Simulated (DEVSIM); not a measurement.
Structure: illuminated InP p-on-n cell, one wavelength, at 300 K.

| layer (left to right) | material | thickness (μm) | Nd (cm⁻³) | Na (cm⁻³) | τn (s) | τp (s) | absorption coefficient (cm⁻¹) |
|---|---|---|---|---|---|---|---|
| 1 | InP | 0.920 | - | 7.9e17 | 7e-10 | 9.2e-10 | 9300 |
| 2 | InP | 3.90 | 2.4e16 | - | 1.3e-9 | 1.3e-9 | 9300 |

Left contact: ohmic, minority electron recombination velocity 60000 cm/s. Right contact: ohmic, minority hole recombination velocity 300 cm/s. Voltage is applied to the left contact. Recombination: SRH at mid-gap, radiative, Auger. Light enters at the left, 6.6e17 photons cm⁻² s⁻¹, one pass, no reflection. Mobility is constant in doping.

Constants are typed, rounded textbook-type inputs, not results; the design itself was drawn at random and stands for no fabricated device. Values at 300 K.

```
parameter          InP
-------------  -------
gap (eV)         1.344
affinity (eV)     4.38
permittivity      12.5
Nc (cm⁻³)       5.7e17
Nv (cm⁻³)       1.1e19
μn (cm²/Vs)       5200
μp (cm²/Vs)        170
B (cm³/s)      1.2e-10
Cn (cm⁶/s)       9e-31
Cp (cm⁶/s)       9e-31
```

Model (solved in DEVSIM): 1D drift-diffusion, Boltzmann statistics, complete ionisation; no tunnelling, impact ionisation, image-force lowering or self-heating.

**Question.** Tabulate band edges, carrier densities and field at 1.0 V on the left contact, in the dark.

**Answer.** Energies count from the Fermi level of the right contact; mesh points crowd at the junctions.

| x (μm) | Ec (eV) | Ev (eV) | n (cm⁻³) | p (cm⁻³) | field (V/cm) |
|---|---|---|---|---|---|
| 0.000 | 0.276 | -1.068 | 1.2e13 | 7.9e17 | ≈ 0 |
| 0.02172 | 0.276 | -1.068 | 1.2e13 | 7.9e17 | ≈ 0 |
| 0.06547 | 0.276 | -1.068 | 1.2e13 | 7.9e17 | ≈ 0 |
| 0.1432 | 0.276 | -1.068 | 1.2e13 | 7.9e17 | ≈ 0 |
| 0.3542 | 0.276 | -1.068 | 1.2e13 | 7.9e17 | ≈ 0 |
| 0.6156 | 0.276 | -1.068 | 1.3e13 | 7.9e17 | ≈ 0 |
| 0.7677 | 0.276 | -1.068 | 1.3e13 | 7.9e17 | ≈ 0 |
| 0.8694 | 0.276 | -1.068 | 1.3e13 | 7.9e17 | ≈ 0 |
| 0.9045 | 0.275 | -1.069 | 1.4e13 | 7.5e17 | -3000 |
| 0.9231 | 0.230 | -1.114 | 7.7e13 | 1.3e17 | -43000 |
| 0.9480 | 0.159 | -1.185 | 1.2e15 | 8.4e15 | -21000 |
| 1.023 | 0.089 | -1.256 | 1.8e16 | 5.4e14 | -2600 |
| 1.138 | 0.082 | -1.262 | 2.4e16 | 3.6e14 | -35 |
| 1.376 | 0.082 | -1.262 | 2.4e16 | 2.6e14 | ≈ 0 |
| 2.015 | 0.082 | -1.262 | 2.4e16 | 1.1e14 | ≈ 0 |
| 3.023 | 0.082 | -1.262 | 2.4e16 | 3.0e13 | ≈ 0 |
| 3.889 | 0.082 | -1.262 | 2.4e16 | 1.0e13 | ≈ 0 |
| 4.343 | 0.082 | -1.262 | 2.4e16 | 6.6e12 | ≈ 0 |
| 4.638 | 0.082 | -1.262 | 2.4e16 | 5.6e12 | ≈ 0 |
| 4.736 | 0.082 | -1.262 | 2.4e16 | 5.5e12 | ≈ 0 |
| 4.787 | 0.082 | -1.262 | 2.4e16 | 5.5e12 | ≈ 0 |
| 4.820 | 0.082 | -1.262 | 2.4e16 | 5.5e12 | ≈ 0 |
